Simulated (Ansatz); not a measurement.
An Ansatz (a quantum-chemistry and plane-wave program) input (plane-wave PAW DFT at the PBEsol level (Ansatz, 420 eV), no spin-orbit coupling):

Ansatz 0.2 input:
```yaml
crystal:
  lattice:
    - [0, 2.597974027, 2.597974027]
    - [2.597974027, 0, 2.597974027]
    - [2.597974027, 2.597974027, 0]
  atoms:
    - { symbol: O, position: [0.75, 0.75, 0.75] }
    - { symbol: Hg, position: [0, 0, 0] }
basis: { ecutwfc: 420, ecutrho_ratio: 4, xc_grid: 2, fft_grid_basis: typed }
kpoints: { mp_grid: { grid: [15, 15, 15] } }
hamiltonian:
  xc: pbesol
  dispersion: none
  pseudopotentials: { kind: paw }
scf: { occupations: { method: fermi_dirac, width: 0.05 }, convergence: { dr2_threshold: 0.0000000002 } }
output: { forces: true, stress: true }
```

Q: Which symmetry and how many k-points will the program report, and about how many plane waves at Γ?

A: Space group F-43m (ITA 216) with 24 operations, k-points 120 of 3375, and 701 plane waves at Γ.

Stability against distortions was not tested. All final runs are without spin polarisation. The cell is HgO in the zinc blende structure (space group F-43m, No. 216; a hypothetical phase, not in the database extracts checked).
